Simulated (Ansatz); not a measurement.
The starting structures come from a database of crystals and need not be the phases stable at ambient conditions.

Tunnelling through a barrier is set by its complex band structure: the current falls as exp(−2κd) with the smallest κ.

Given:

```
BaGaBF2O3
1.0
    8.56988     0.00000     0.00000
    0.00000     9.86622     0.00000
    4.28494     0.00000     2.47391
Ba Ga B O F
2 2 2 6 4
Cartesian
  0.00000   0.00000   0.00000
  0.00000   4.93311   0.00000
  9.99819   2.46655   2.47391
  7.14156   7.39967   2.47391
  7.14156   2.46655   2.47391
  9.99819   7.39967   2.47391
  2.95172   2.46655   1.38000
  9.90309   7.39967   1.09391
  6.95591   7.39967   0.60764
  5.89890   2.46655   1.86627
  8.28913   2.46655   1.70156
  4.56569   7.39967   0.77235
  9.99819   4.46200   2.47391
  7.14156   5.40422   2.47391
  7.14156   9.39511   2.47391
  9.99819   0.47111   2.47391
```

Space group of this cell: P6_3/m. The cell is taken as given; by r2SCAN its mean pressure is -4.9 GPa.

Transport runs along the normal of the first two printed cell vectors, the (110) plane of the conventional cell.

The gap is the functional's own. No spin-orbit coupling. Mid-gap values are interpolated on the energy grid.

Task: Compute, with r2SCAN (Ansatz, a first-principles code), the band gap and the smallest decay constant κ at mid-gap.

Result: Gap 5.65 eV on a 12×4×12 mesh; κ = 0.419 1/Å, at the zone centre.
